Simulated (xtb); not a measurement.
xtb 6.7.1, GFN1-xTB: Si(NiPr2)2(OMe)2 (CO[Si](OC)(N(C(C)C)C(C)C)N(C(C)C)C(C)C), 53 atoms. The geometry is a generated start, not checked to be a minimum at this level.

```json
{
  "run_flags": "--grad",
  "method": "GFN1-xTB",
  "--acc": "1 (default)",
  "--etemp (K)": "300 (default)",
  "basis_functions": "150",
  "valence_electrons": "116"
}
```

One run each on 1 thread. Values of broydamp tried: 0.02, 0.05, 0.1, 0.2, 0.4 (default), 0.6, 0.8, 1.

Question: Which value of broydamp needs the fewest SCC iterations, and what happens away from it?

Answer: Fewest SCC iterations, within one of each other: 0.4 (default) with 10, 0.6 with 10. The count rises to 18 at 0.02. All converge to one solution.

```
broydamp       SCC iterations            end
-------------  --------------  -------------
0.02                       18  same solution
0.05                       16  same solution
0.1                        14  same solution
0.2                        12  same solution
0.4 (default)              10  same solution
0.6                        10  same solution
0.8                        12  same solution
1                          12  same solution
```
